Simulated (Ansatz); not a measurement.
GaN under load (space group P6_3mc), r2SCAN with spin-orbit coupling, rigid bands (Ansatz, a first-principles code). Condition of this run: uniaxial stress along c of -16 GPa (compression positive) (the target of the relaxation). Band gap 1.86 eV, N_c = 1.78e18 cm⁻³ and N_v = 7.19e19 cm⁻³ at 300 K, conductivity masses along x (a = (3.16, 0.00, 0.00) Å; b = (-1.58, 2.73, 0.00) Å; c = (0.00, 0.00, 5.43) Å) of 0.189 mₑ (electrons) and 1.09 mₑ (holes). Take k_BT = 0.02585 eV.

Problem. What built-in voltage has an abrupt junction with N_A = 1e16 and N_D = 1e17 cm⁻³, all dopants ionised?

Solution. V_bi = E_g/e − (k_BT/e) ln(N_c N_v/(N_A N_D)) = 1.86 − 0.02585 × 11.76 = 1.56 V, for the computed gap.

Problem. What thermal injection velocity √(2k_BT/πm) limits a ballistic channel along the direction named?

Solution. 1.24e7 cm/s for electrons and 5.15e6 cm/s for holes, a ratio of √(m_h/m_e) = 2.40, for dilute carriers.

Problem. A film of it is 5 nm thick, with its normal along the direction named. Estimate the confinement energies in an infinite well.

Solution. ħ²π²/(2m t²) = 0.376 eV·nm²/(m/mₑ × t²) gives 79.6 meV for electrons and 13.8 meV for holes, so the gap would widen to about 1.95 eV. Finite barriers and nonparabolic bands lower this, and with several valleys or bands the heaviest mass along the normal sets the lowest level, not this average.

Rigid bands with the computed gap; masses take one relaxation time for all states. Geometry: cell and atoms relaxed with PBEsol.
